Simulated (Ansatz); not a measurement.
Start from TiB₂ (space group P6/mmm, No. 191; a = 3.032 Å, c = 3.224 Å; relaxed with 0.1 eV smearing). Axes: x lies along a and z along c of the hexagonal cell.

Level of theory: PBE in Ansatz (plane waves to 420 eV, PAW, scalar-relativistic without spin-orbit coupling).

For the base:

Pressure: 0.0 GPa

The change: uniaxial strain ε_zz = −1.77 %, all other strain components held at zero, atoms relaxed at fixed cell.

**Question.** What does the calculation give for the energy relative to the base and pressure after the change?

**Answer.** The energy grows by 3.9 meV/atom; the pressure (mean of the normal stresses, compression positive) goes from zero to 4.1 GPa.

Whether these cells are dynamically stable was not tested. All final runs are without spin polarisation.

Ansatz is a first-principles code.
